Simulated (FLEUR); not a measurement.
Effort and miss along a sweep of Kmax: GdN (Fm-3m, 2 atoms in the cell)

```
GdN
1.0
    0.00000     2.51782     2.51782
    2.51782     0.00000     2.51782
    2.51782     2.51782     0.00000
Gd N
1 1
Direct
  0.00000   0.00000   0.00000
  0.50000   0.50000   0.50000
```
Moments meant for the start (each program seeds them in its own way; μB, in the order of the atoms Gd N): 7.0 0.0.

Method of the run: PBE, all-electron FLAPW (FLEUR), scalar-relativistic valence in FLEUR.

Base settings: Kmax = 4 1/bohr; GmaxXC = 20 1/bohr; xcFunctional = pbe; jspins = 2; l_soc = F; mode = hist; fermiSmearingEnergy = 0.00367493 Htr; mesh (inpgen div1-3) = 8 8 8; inpgen gamma flag = false; Gmax = 20 1/bohr.

Misses are taken against the tightest run, 4.9 1/bohr (Gmax: 20 1/bohr → 24.5 1/bohr; GmaxXC: 20 1/bohr → 24.5 1/bohr), which need not be fully converged itself. The energy is the free energy per atom.

Core times come from one kind of shared machine and are given to one figure; runs under 30 s give none.

The starting cell comes from a database of computed structures (which also holds hypothetical and non-ambient phases and stackings), without a prior relaxation at this level. Its lattice was rescaled by a random factor within 2.5 % of one. With one magnetic atom in the cell only a parallel order is possible. With U or open f shells several self-consistent states can exist. The f electrons are in the valence without U or exact exchange, which can misplace them near the Fermi level. Spin-orbit terms, which matter for f shells, are left out. Values depend on the basis (sphere radii, cutoffs, local orbitals), which need not be converged.

```tsv
Kmax	energy less reference (meV/atom)	core time / reference (rough)
2.53 1/bohr (Gmax: 20 1/bohr → 12.6 1/bohr; GmaxXC: 20 1/bohr → 12.6 1/bohr)	1525.90	0.2
2.83 1/bohr (Gmax: 20 1/bohr → 14.2 1/bohr; GmaxXC: 20 1/bohr → 14.2 1/bohr)	642.71	0.3
3.1 1/bohr (Gmax: 20 1/bohr → 15.5 1/bohr; GmaxXC: 20 1/bohr → 15.5 1/bohr)	268.50	0.3
3.35 1/bohr (Gmax: 20 1/bohr → 16.8 1/bohr; GmaxXC: 20 1/bohr → 16.8 1/bohr)	120.70	0.4
3.58 1/bohr (Gmax: 20 1/bohr → 17.9 1/bohr; GmaxXC: 20 1/bohr → 17.9 1/bohr)	61.81	0.5
3.79 1/bohr (Gmax: 20 1/bohr → 18.9 1/bohr; GmaxXC: 20 1/bohr → 18.9 1/bohr)	35.82	0.5
4 1/bohr	21.30	0.5
4.29 1/bohr (Gmax: 20 1/bohr → 21.4 1/bohr; GmaxXC: 20 1/bohr → 21.4 1/bohr)	11.23	0.8
4.56 1/bohr (Gmax: 20 1/bohr → 22.8 1/bohr; GmaxXC: 20 1/bohr → 22.8 1/bohr)	5.30	0.8
4.9 1/bohr (Gmax: 20 1/bohr → 24.5 1/bohr; GmaxXC: 20 1/bohr → 24.5 1/bohr)	0.00	1
```

The last two settings still differ by 5.3 meV/atom, so the table cannot show that the reference is converged.

The step from 2.83 1/bohr (Gmax: 20 1/bohr → 14.2 1/bohr; GmaxXC: 20 1/bohr → 14.2 1/bohr) to 4.56 1/bohr (Gmax: 20 1/bohr → 22.8 1/bohr; GmaxXC: 20 1/bohr → 22.8 1/bohr): it takes the miss in the energy from 640 to 5.3 meV/atom, for roughly 3 times the time.
